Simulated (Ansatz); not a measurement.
Results of LDA (Ansatz, a program for electronic structure, PAW) for L1₂ (Cu3Au-type) Pt₃Ti.

Settings: plane-wave cutoff 520 eV, 12×12×12 k mesh, Fermi–Dirac smearing 0.1 eV, perturbation theory, force constants from a 4×4×4 q mesh, no spin polarisation, scalar-relativistic PAW data made under PBE.

Computed at the level's own relaxed cell. Harmonic vibrational thermodynamics at fixed volume:

| T (K) | S_vib (J/K per mol of atoms) | C_V (J/K per mol of atoms) | F_vib (eV/atom) |
|---|---|---|---|
| 0 | 0.00 | 0.00 | 0.0273 |
| 200 | 26.49 | 22.55 | 0.0020 |
| 300 | 35.92 | 23.83 | -0.0306 |
| 400 | 42.85 | 24.31 | -0.0716 |
| 700 | 56.59 | 24.73 | -0.2281 |
| 900 | 62.82 | 24.81 | -0.3521 |
| 1000 | 65.44 | 24.84 | -0.4186 |

The crystal is taken as a harmonic solid at every temperature: melting, phase changes and thermal expansion are not seen, nor the electrons' share in a metal.
